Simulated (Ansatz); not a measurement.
Take ZnSe in the zinc blende structure (space group F-43m, No. 216; a = 5.665 Å) as the base.

Now apply this change: cell and atoms relaxed at a pressure of 10 GPa.

Levels (all Ansatz, a first-principles code, PAW): r2SCAN (500 eV, no SOC); HSE06+SOC (420 eV, noncollinear with spin-orbit coupling).

The geometry is relaxed with r2SCAN.

| Item | Value |
|---|---|
| r2SCAN valence-band top at Γ | 0.00, 0.00, 0.00 eV |
| r2SCAN band gap | 2.39 eV |

Task: What does HSE06+SOC give at this geometry for the valence-band top at Γ and band gap?

Result: The valence-band top at Γ (three highest Kramers pairs, from the VBM) goes from 0.00, 0.00, 0.00 eV to 0.00, 0.00, -0.44 eV; the band gap goes up by 0.425 eV, from 2.39 eV to 2.82 eV. The threefold valence maximum splits by Δso ≈ 0.44 eV.

Single points use the geometry relaxed with r2SCAN. Their cutoffs differ, which shifts pressures a little. The spin-orbit shifts are approximate. Load acts through the strain it causes; cell and atoms are relaxed under it. Stability against distortions was not tested. Tetrahedral semiconductors of this kind turn to denser phases somewhere between about 1 and 50 GPa; those were not computed, so compressed cells here can lie past the real transition.
